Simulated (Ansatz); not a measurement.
**Worked sum: formation energy of the neutral O_i in Si (diamond, Fd-3m)**

Consider the formation energy of the neutral O_i in Si (diamond, Fd-3m). Reaction: 64 Si (diamond) + 1/2 O2 (gas) → cell A.

A: a supercell of 64 sites of Si (diamond, Fd-3m) with O off the lattice sites (2 Si at 1.63 Å); spin state with PBE: run without spin.

Ansatz (an electronic-structure program) with PAW potentials; structures come from PBE relaxations, nuclei static, no net charge. Ansatz runs with its default PAW set. Other levels take these structures. The lattices are those relaxed with PBE, so at other levels the solids can be strained, which adds to the spread. Larger cells are relaxed from a start prepared with the learned potential CHGNet till forces fall under 0.03 eV/Å, which some starts already meet. A dispersion term (D3(BJ), or D4 for r2SCAN) was computed beside these levels and is taken off wherever the name lacks it. Mesh and cell size may move defect energies by 0.1 eV or more. Cell A has symmetry C2 and got no random move, so less symmetric positions, which may lie lower, weren't tried.

Total energies of the cells in eV, at zero smearing width. They compare only within one column; the weights balance every element.

```json
[
 {"cell": "A: Si:O_i", "atoms": "65", "weight": "+1", "r2SCAN": "-41468.77315", "r2SCAN+D4": "-41476.35432"},
 {"cell": "Si (diamond)", "atoms": "64", "weight": "−1", "r2SCAN": "-40900.05066", "r2SCAN+D4": "-40907.53775"},
 {"cell": "O2 (gas)", "atoms": "2", "weight": "−1/2", "r2SCAN": "-1131.96020", "r2SCAN+D4": "-1131.96199"}
]
```

r2SCAN: (-41468.77315) − (-40900.05066) − 1/2 × (-1131.96020) = -2.742 eV.

r2SCAN+D4: (-41476.35432) − (-40907.53775) − 1/2 × (-1131.96199) = -2.836 eV.
